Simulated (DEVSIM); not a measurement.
System: In0.53Ga0.47As p-n junction from an implanted or diffused profile, at 300 K.

Layer 1 from the left is In0.53Ga0.47As, thickness (μm) 60.0, Nd (cm⁻³) 1.7e15, τn (s) 3.8e-9, τp (s) 3.8e-9.

Added acceptor profile: 2.6e17 cm⁻³ × exp(−(x − 0.023 μm)²/(2·(0.064 μm)²)). Left contact: ohmic. Right contact: ohmic. Voltage is applied to the left contact. Recombination: SRH at mid-gap. Mobility is μmin + (μ − μmin)/(1 + (N/Nref)^α).

This is a model device: material constants are rounded textbook-type values typed into the input, and sizes, dopings and lifetimes were drawn at random. Values at 300 K.

In0.53Ga0.47As: gap (eV) 0.74, affinity (eV) 4.51, permittivity 13.9, Nc (cm⁻³) 2.1e17, Nv (cm⁻³) 7.7e18, μn (cm²/Vs) 12000, μp (cm²/Vs) 300, μn,min 300, μp,min 10, Nref,n 1.3e17, Nref,p 4.9e17, αn 0.48, αp 0.4.

Simulated with DEVSIM: 1D drift-diffusion, Boltzmann statistics, complete ionisation; no tunnelling, impact ionisation, image-force lowering or self-heating.

Q: What does the simulation give for the potential step across the device at zero bias, the dark forward voltage at 100 A/cm², the dark forward voltage at 1 A/cm²?

A: potential step across the device at zero bias 0.526 V; dark forward voltage at 100 A/cm² 0.627 V; dark forward voltage at 1 A/cm² 0.303 V.
